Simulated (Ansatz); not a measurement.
A self-consistent single point of MnS (I4_1md, 4 atoms in the cell) with Ansatz (a quantum-chemistry and plane-wave program).

Level of theory: LDA (PW92), default PAW files made with PBE (plane waves; Ansatz).

```
MnS
1.0
   -1.69715     1.69715     5.74572
    1.69715    -1.69715     5.74572
    1.69715     1.69715    -5.74572
Mn S
2 2
Cartesian
  0.00000   0.00000   8.61858
  0.00000   1.69715   0.00000
  0.00000   0.00000   1.90758
  0.00000   1.69715   4.78044
```
Moments meant for the start (each program seeds them in its own way; μB, in the order of the atoms Mn Mn S S): 4.0 4.0 0.0 0.0.

Reference input (self-consistent single point, DFT, LDA (PW92), plane waves, default PAW files made with PBE): kpoints.mp_grid.grid = 11 11 11; hamiltonian.xc = lda; hamiltonian.pseudopotentials = {kind: paw} (the program's default PAW files); magnetization.spin_polarized = true; scf.occupations.method = cold; scf.occupations.width = 0.01 Ry. This run's input differs from it in these lines:

Ansatz 0.2 input:
```diff
@@ -18,3 +18,3 @@
 scf:
-  occupations: { method: cold, width: 0.01 Ry }
+  occupations: { method: gaussian, width: 0.0037 Ry }
 output:
```

Output, abridged:

```
SCF iter   1: F=—  HF=-9420.844490 eV  |F-HF|=—  |Δ(HF+E_count)|=         —  Δρ=5.60e-2 (↑5.60e-2 ↓3.51e-2)  dr2=5.83e0  dr2_m=9.41e-2  M=7.542 μB ∫|m|=7.693 μB  β_m=0.30  ethr=3.10e-3  ⟨swp⟩=4.5  Hψ=27511  notcnv=0
Mixer restart at iter 1: flushing history
all-band conjugate gradients solve this SCF's bands
preconditioner: auto → Kerker (q_TF=auto, 2.529 Å⁻¹)
spin=Collinear: Kerker preconditioning applied to the charge; magnetization (m = ρ↑ − ρ↓) channel mixes plain (no charge-response kernel on spin).
   [... lines left out ...]
SCF iter  10: F=—  HF=-9421.878216 eV  |F-HF|=—  |Δ(HF+E_count)|=   1.10e-8  Δρ=2.23e-6 (↑1.75e-6 ↓2.23e-6)  dr2=1.12e-8  dr2_m=1.18e-10  M=7.595 μB ∫|m|=7.640 μB  β_m=0.99  ethr=4.38e-10  ⟨swp⟩=2.0  Hψ=10377  notcnv=0  defer=492
SCF iter  11: F=-9421.878216 eV  HF=-9421.878216 eV  |F-HF|=4.77e-10  |Δ(HF+E_count)|=  6.98e-10  Δρ=5.27e-7 (↑5.27e-7 ↓5.14e-7)  dr2=6.64e-10  dr2_m=6.12e-12  M=7.595 μB ∫|m|=7.640 μB  ethr=2.68e-11  ⟨swp⟩=6.8  Hψ=30310  notcnv=0
SCF 1 converged in 11 iterations: F = -9421.878216 eV  dr2 = 6.64e-10
WARN: an SCF from antiferromagnetic starting moments (-4.00, 4.00, 0.00, 0.00 Bohr magnetons, atom by atom) was not made, by what the run has read of turns of …
Magnetization: 7.5951 μB (24.7975 up, 17.2025 down)
   [... lines left out ...]
Absolute magnetization: 7.6402 μB (∫|ρ↑−ρ↓|, with the PAW one-centre terms)
Free energy (F): -9421.878216 eV
Fermi energy:    10.590723 eV
   [... lines left out ...]
  atom   4  S      0.00000000     0.00000000    -0.18227034
--- Stress (GPa, compression-positive) ---
      -16.887685       0.000000       0.000000
        0.000000     -16.887685       0.000000
        0.000000      -0.000000     -11.703799
  P = ⅓ Tr σ = -15.1597 GPa (-151.597 kbar)
  The stress holds the Pulay correction. Without it, at fixed plane waves, as pw.x and ABINIT print it: P = -15.1884 GPa
```

The run converged in 11 iterations. Against the reference run the free energy stays essentially unchanged (within 1 meV/atom), the pressure moves little (-15.13 to -15.16 GPa), the largest force goes from 0.188 to 0.182 eV/Å and the size of the net moment stays at 1.90 μB/atom.

The starting cell was generated: these elements placed on a structure prototype, without a prior relaxation; it need not be a known phase or ordering of this composition. Its lattice was rescaled by a random factor within 2.5 % of one. The magnetic order is the one reached from the typed start; others were not searched systematically. The program warned that, by what it read of turns of the moments, another magnetic order lies lower. With a pressure of about -15 GPa the cell is away from its equilibrium volume at this level. Ansatz's pressure includes its estimate of the finite-basis (Pulay) stress.

Cost on one core of a shared machine: roughly 60 s.
